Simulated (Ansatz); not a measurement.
## MgO: response to strain

Take MgO in the rock salt structure (space group Fm-3m, No. 225; a = 4.204 Å) as the base. Axes: x, y, z lie along the cube axes.

Strains are applied to the cell and any free atomic positions relax.

Method: plane-wave PAW DFT at the r2SCAN level (Ansatz, a quantum-chemistry and plane-wave program, 500 eV), without spin-orbit coupling.

Notes on the quantities. energy relative to the base: free energy F; pressure: mean of the normal stresses, compression positive.

```csv
change,energy relative to the base,electron mass,pressure
base,0 meV/atom,0.36 mₑ (at Γ),0.0 kbar
uniaxial strain ε_zz = −3.00 %,+9.2 meV/atom,"0.39 mₑ along z, 0.36 mₑ across (at Γ)",57.6 kbar
uniaxial strain ε_zz = −2.50 %,…,"0.39 mₑ along z, 0.36 mₑ across (at Γ)",…
uniaxial strain ε_zz = −2.00 %,+3.9 meV/atom,–,36.6 kbar
uniaxial strain ε_zz = −1.50 %,+2.2 meV/atom,0.37 mₑ (at Γ),26.8 kbar
uniaxial strain ε_zz = −1.00 %,+0.9 meV/atom,0.37 mₑ (at Γ),17.5 kbar
uniaxial strain ε_zz = −0.50 %,+0.2 meV/atom,0.37 mₑ (at Γ),8.6 kbar
```

### Question
Complete the table.

### Answer

- uniaxial strain ε_zz = −2.50 %, energy relative to the base: +6.3 meV/atom
- uniaxial strain ε_zz = −2.50 %, pressure: 46.9 kbar

The levels and masses belong to the bands next to the band gap. Effective masses come from finite differences of ±0.01 Å⁻¹. No phonon test of stability was made.
